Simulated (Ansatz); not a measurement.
BP (model structure, P6₂22, No. 180, 6 atoms in the cell)

Calculation: r²SCAN+rVV10 in Ansatz (plane waves, PAW).

Settings: plane-wave cutoff 560 eV, 18×18×8 k mesh (along the axes of the cell as run), Fermi–Dirac smearing 0.05 eV, scalar-relativistic PAW data made under PBE.

Cell (relaxed at this level):

```cif
data_B3P3
_chemical_formula_sum 'B3 P3'
_space_group_name_H-M_alt 'P6222'
_space_group_IT_number 180
_space_group_name_Hall 'P 62 2 (0 0 4)'
_cell_length_a 3.27275
_cell_length_b 3.27275
_cell_length_c 6.99628
_cell_angle_alpha 90.000
_cell_angle_beta 90.000
_cell_angle_gamma 120.000
loop_
_atom_site_label
_atom_site_type_symbol
_atom_site_symmetry_multiplicity
_atom_site_Wyckoff_symbol
_atom_site_fract_x
_atom_site_fract_y
_atom_site_fract_z
_atom_site_occupancy
B1 B 3 d 0.50000 0.00000 0.50000 1
P1 P 3 c 0.50000 0.00000 0.00000 1
```

For BP (model structure, P6₂22, No. 180, 6 atoms in the cell), the band gap is 0.20 eV (on the SCF k mesh).

Note: the relaxation could raise the start's symmetry but not lower it, so the cell can be a saddle point.

Static lattice: no zero-point or thermal effects.

Cost on a shared machine: about 12 core-minutes (a rough figure).

A model structure was made by putting elements into a prototype or built by hand; it is no filed structure, need not be a known phase, and can be a saddle point held by its symmetry.

Ansatz is a first-principles code.
